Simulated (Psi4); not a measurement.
Psi4 1.11, B3LYP/def2-svp: B(OH)(OMe)(SMe) (COB(O)SC), 13 atoms. The geometry is a generated start, not checked to be a minimum at this level.

```yaml
task: energy
method: b3lyp
basis: def2-svp
memory: 3 GB
maxiter: 100
keys_of_the_molecule_block: symmetry c1
scf_type: df (default)
guess: auto, which took SAD (default)
scf_initial_accelerator: adiis (default)
e_convergence: 1e-06 (default)
d_convergence: 1e-06 (default)
dft_radial_points: 75 (default)
dft_spherical_points: 302 (default)
basis_functions: 123
grid_points: 277039
```

```xyz
13

B      0.5908     0.4726     0.6669
O      0.9892     1.6342     1.2311
H      0.6325     2.4492     0.8782
O     -0.2901     0.3180    -0.3523
C     -0.9823     1.3483    -1.0149
H     -0.5402     2.3347    -0.8410
H     -0.9574     1.1308    -2.0841
H     -2.0202     1.3604    -0.6712
S      1.3179    -1.0486     1.3264
C      0.4353    -2.3171     0.3486
H     -0.6213    -2.2831     0.5906
H      0.8599    -3.2735     0.6300
H      0.5860    -2.1260    -0.7083
```

One run each on 2 threads. Values of diis_max_vecs tried: 3, 6, 10 (default), 20.

### Question
Predict the course of the SCF iterations along this series.

### Answer
Fewest SCF iterations, within one of each other: 6 with 10, 10 (default) with 9, 20 with 9. The count rises to 14 at 3. All converge to one solution.

| diis_max_vecs | SCF iterations | end |
|---|---|---|
| 3 | 14 | same solution |
| 6 | 10 | same solution |
| 10 (default) | 9 | same solution |
| 20 | 9 | same solution |
